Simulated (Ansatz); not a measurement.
Where the default PAW files enter, the runs use the earlier of Ansatz's two default sets.

Consider the following.

```xyz
2
Lattice="3.6540 0.0000 0.0000 0.0000 3.6540 0.0000 1.8270 -1.8270 2.5838" Properties=species:S:1:pos:R:3 pbc="T T T"
Sr     1.8270     1.8270     0.0000
O      0.0000     0.0000     0.0000
```

Space group of this cell: Fm-3m, rock salt. The cell is taken as given.

Transport runs along the normal of the first two printed cell vectors, the (001) plane of the conventional cell.

The gap is the functional's own. No spin-orbit coupling. Mid-gap values are interpolated on the energy grid.

State the band gap and the smallest decay constant κ at mid-gap according to Ansatz (an electronic-structure program) with r2SCAN.

Gap 3.80 eV on a 12×12×12 mesh; κ = 0.290 1/Å, at the zone centre.
